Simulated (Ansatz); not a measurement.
A structure of fluorite-type CoSi2 (0 0 1) on silicon (0 0 1), B on 2 of 2 substrate sites at each interface (film strained to the substrate, faces as cut) off equilibrium:

```
CELL_PARAMETERS angstrom
      7.73575     0.00000    -0.19480
      0.00000     3.86787    -0.07382
     -3.66161    -0.55577    26.06553
ATOMIC_POSITIONS crystal
  Si 0.48506 0.89486 0.06332
  Si 0.98506 0.89486 0.06332
  B  0.13622 0.87155 0.00907
  B  0.63622 0.87155 0.00907
  Si 0.79622 0.42582 0.16783
  Si 0.29622 0.42582 0.16783
  Si 0.51644 0.40941 0.11575
  Si 0.01644 0.40941 0.11575
  Si 0.60899 0.95925 0.27340
  Si 0.10899 0.95925 0.27340
  Si 0.32825 0.94115 0.22076
  Si 0.82825 0.94115 0.22076
  Si 0.92304 0.49543 0.37879
  Si 0.42304 0.49543 0.37879
  Si 0.64203 0.47507 0.32610
  Si 0.14203 0.47507 0.32610
  Si 0.73741 0.03736 0.48369
  Si 0.23741 0.03735 0.48369
  Si 0.45656 0.01260 0.43145
  Si 0.95656 0.01260 0.43145
  B  0.03970 0.53348 0.56833
  B  0.53972 0.53347 0.56833
  Si 0.76809 0.55553 0.53730
  Si 0.26810 0.55553 0.53730
  Co 0.73488 0.77345 0.77822
  Co 0.23488 0.77344 0.77822
  Co 0.91758 0.23911 0.67556
  Co 0.41758 0.23910 0.67556
  Co 0.86002 0.86310 0.98218
  Co 0.36002 0.86311 0.98217
  Co 0.04560 0.31262 0.87844
  Co 0.54560 0.31262 0.87844
  Si 0.45836 0.75408 0.73058
  Si 0.95836 0.75408 0.73058
  Si 0.70802 0.25788 0.72916
  Si 0.20803 0.25788 0.72916
  Si 0.63872 0.20753 0.62703
  Si 0.13872 0.20753 0.62703
  Si 0.42910 0.72322 0.62896
  Si 0.92909 0.72323 0.62896
  Si 0.57981 0.82578 0.92938
  Si 0.07981 0.82578 0.92938
  Si 0.83038 0.34875 0.93338
  Si 0.33038 0.34875 0.93338
  Si 0.76813 0.28968 0.83065
  Si 0.26813 0.28968 0.83065
  Si 0.51434 0.79330 0.82858
  Si 0.01434 0.79330 0.82858
```

Level of theory: PBE (plane waves to 420 eV, PAW; Ansatz, a first-principles code). Spin–orbit coupling is left out; the runs are not spin-polarised. Its k-point mesh 4×7×1, Fermi–Dirac width 0.05 eV.

Task: What forces act on the atoms (eV/Å, in the order given), and what is the pressure?

Result: 
```csv
atom,Fx,Fy,Fz
Si1,-0.196,0.047,0.729
Si2,-0.196,0.047,0.730
B3,0.234,0.068,-0.111
B4,0.233,0.068,-0.110
Si5,0.068,0.012,0.199
Si6,0.068,0.012,0.199
Si7,-0.160,0.000,-0.115
Si8,-0.160,0.001,-0.116
Si9,-0.009,0.005,-0.004
Si10,-0.009,0.005,-0.004
Si11,0.010,0.015,-0.002
Si12,0.010,0.015,-0.002
Si13,-0.005,0.008,-0.028
Si14,-0.005,0.008,-0.028
Si15,0.032,0.033,0.001
Si16,0.032,0.033,0.001
Si17,0.163,-0.076,0.010
Si18,0.163,-0.076,0.011
Si19,0.001,0.058,0.009
Si20,0.001,0.058,0.009
B21,0.711,-0.172,0.859
B22,0.709,-0.172,0.860
Si23,-0.132,0.240,-0.936
Si24,-0.132,0.240,-0.937
Co25,0.008,-0.030,0.216
Co26,0.008,-0.030,0.216
Co27,-0.167,-0.257,-0.254
Co28,-0.167,-0.257,-0.253
Co29,-0.052,-0.200,-0.874
Co30,-0.052,-0.200,-0.873
Co31,0.179,-0.081,0.409
Co32,0.179,-0.081,0.409
Si33,-0.036,-0.005,-0.381
Si34,-0.036,-0.005,-0.381
Si35,-0.318,0.113,0.034
Si36,-0.318,0.113,0.034
Si37,0.207,0.181,-0.297
Si38,0.207,0.181,-0.296
Si39,-0.445,-0.034,0.613
Si40,-0.445,-0.035,0.614
Si41,-0.013,0.175,0.189
Si42,-0.013,0.175,0.190
Si43,-0.094,-0.211,-0.177
Si44,-0.094,-0.211,-0.177
Si45,0.021,-0.013,-0.211
Si46,0.021,-0.013,-0.211
Si47,-0.006,0.124,0.118
Si48,-0.006,0.124,0.118
```

Pressure: -1.86 GPa.
